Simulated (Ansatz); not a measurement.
Structures of equal composition on the (111) surface of fcc Al: a layer of Sc in place of the second plane; a layer of Sc in place of the third plane. The slabs share one bottom face, and each structure is named by its start. These are constructed structures in small cells; real faces may alloy, dewet or reconstruct in larger ones, and not all known structures of the face are among them. Slabs of about 12 Å, Fermi-Dirac smearing of 0.1 eV. Bottom of the slabs: a bare face, its two planes held. Relaxed from the named starts with such symmetry as they have, on meshes of like density; energies extrapolated to zero smearing; spin only where a row says so; no spin-orbit coupling, no U. Brackets mark spin-polarised runs, whose order is one that fits the cell.

Calculation: PBE (plane waves to 420 eV, PAW; Ansatz, a first-principles code).

**Question.** Order them by energy per 1x1 cell (lowest first) at the level PBE.

**Answer.** a layer of Sc in place of the third plane (0.000 eV), a layer of Sc in place of the second plane (0.107 eV)
